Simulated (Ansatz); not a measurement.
System: interstitial C in fcc Pt (neutral cell). Method: PBE, PAW (plane waves to 420 eV; Ansatz, an electronic-structure program).

Settings: 32 host sites, the relaxed PBE lattice, a 2×2×2 k-point mesh shifted by half a step, smearing 0.10 eV, spin-restricted, no image-charge correction. No zero-point or tunnelling terms. Spin-orbit coupling is left out. Sites that were not tried may lie lower.

Barriers: single points on a 4×4×4 k-point mesh shifted by half a step at the bands' geometries.

Relaxed starting cell (atoms counted from 1):

```yaml
crystal:
  lattice:
    - [7.94000, 0.00000, 0.00000]
    - [0.00000, 7.94000, 0.00000]
    - [0.00000, 0.00000, 7.94000]
  atoms:
    - { symbol: Pt, position: [0.99995, 0.00093, 0.00019] }
    - { symbol: Pt, position: [0.99548, 0.99648, 0.50122] }
    - { symbol: Pt, position: [0.99548, 0.50195, 0.99573] }
    - { symbol: Pt, position: [0.99805, 0.50059, 0.49985] }
    - { symbol: Pt, position: [0.50096, 0.99646, 0.99573] }
    - { symbol: Pt, position: [0.49960, 0.99903, 0.49986] }
    - { symbol: Pt, position: [0.49961, 0.50061, 0.99829] }
    - { symbol: Pt, position: [0.51378, 0.51476, 0.51400] }
    - { symbol: Pt, position: [0.99804, 0.25023, 0.24950] }
    - { symbol: Pt, position: [0.99549, 0.24891, 0.75362] }
    - { symbol: Pt, position: [0.99549, 0.75437, 0.24818] }
    - { symbol: Pt, position: [0.99997, 0.74988, 0.74914] }
    - { symbol: Pt, position: [0.51378, 0.23607, 0.23531] }
    - { symbol: Pt, position: [0.49961, 0.25025, 0.75108] }
    - { symbol: Pt, position: [0.49962, 0.75182, 0.24950] }
    - { symbol: Pt, position: [0.50094, 0.75436, 0.75362] }
    - { symbol: Pt, position: [0.24925, 0.99902, 0.24950] }
    - { symbol: Pt, position: [0.24791, 0.99647, 0.75364] }
    - { symbol: Pt, position: [0.23509, 0.51475, 0.23532] }
    - { symbol: Pt, position: [0.24926, 0.50059, 0.75106] }
    - { symbol: Pt, position: [0.75338, 0.99647, 0.24816] }
    - { symbol: Pt, position: [0.74890, 0.00094, 0.74915] }
    - { symbol: Pt, position: [0.75083, 0.50060, 0.24950] }
    - { symbol: Pt, position: [0.75337, 0.50194, 0.75362] }
    - { symbol: Pt, position: [0.24925, 0.25024, 0.99828] }
    - { symbol: Pt, position: [0.23510, 0.23607, 0.51401] }
    - { symbol: Pt, position: [0.24790, 0.75437, 0.99573] }
    - { symbol: Pt, position: [0.24926, 0.75181, 0.49985] }
    - { symbol: Pt, position: [0.75338, 0.24889, 0.99572] }
    - { symbol: Pt, position: [0.75082, 0.25024, 0.49986] }
    - { symbol: Pt, position: [0.74892, 0.74990, 0.00020] }
    - { symbol: Pt, position: [0.75338, 0.75438, 0.50121] }
    - { symbol: C, position: [0.37444, 0.37540, 0.37466] }
```

End state 1 differs by these moves (Å; atoms that move under 0.08 Å are left out):

```
atom  element     Δx     Δy     Δz
----  -------  -----  -----  -----
8          Pt  -0.09  -0.09  -0.09
13         Pt  -0.04   0.11   0.11
19         Pt   0.11  -0.04   0.11
26         Pt   0.11   0.11  -0.04
33          C  -0.99  -0.99  -0.99
```

Question: What is the computed forward and backward barriers to end state 1 (PBE, PAW)?

Answer: forward 1.08 eV, backward 0.95 eV; at the saddle point atom 33 has neighbours 3 Pt at 1.88 Å. The program found a first-order saddle point.
